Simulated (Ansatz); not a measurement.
C under load (space group P6_3/mmc), r2SCAN, rigid bands run with Ansatz (a program for electronic structure). Condition of this run: hydrostatic pressure of 44 GPa (compression positive) (the target of the relaxation). Band gap 3.21 eV, N_c = 1.16e19 cm⁻³ and N_v = 1.69e19 cm⁻³ at 300 K, conductivity masses along z (a = (2.43, 0.00, 0.00) Å; b = (-1.21, 2.10, 0.00) Å; c = (0.00, 0.00, 4.05) Å) of 0.258 mₑ (electrons) and 0.617 mₑ (holes). Take k_BT = 0.02585 eV.

**Question.** What thermal injection velocity √(2k_BT/πm) limits a ballistic channel along the direction named?

**Answer.** 1.06e7 cm/s for electrons and 6.85e6 cm/s for holes, a ratio of √(m_h/m_e) = 1.55, for dilute carriers.

**Question.** What built-in voltage has an abrupt junction with N_A = 1e17 and N_D = 1e17 cm⁻³, all dopants ionised?

**Answer.** V_bi = E_g/e − (k_BT/e) ln(N_c N_v/(N_A N_D)) = 3.21 − 0.02585 × 9.88 = 2.95 V, for the computed gap.

**Question.** Find the intrinsic carrier density and the intrinsic Fermi level.

**Answer.** n_i = √(N_c N_v) exp(−E_g/2k_BT) = 1.40e19 × exp(−62.08) = 1.5e-8 cm⁻³. The level lies (k_BT/2) ln(N_v/N_c) = 5 meV from mid-gap (positive towards the conduction band). Each 0.1 eV added to the gap lowers n_i by a factor of 6.9.

Rigid bands with the computed gap; masses take one relaxation time for all states. Spin-orbit coupling is left out. Geometry: cell and atoms relaxed with PBEsol.
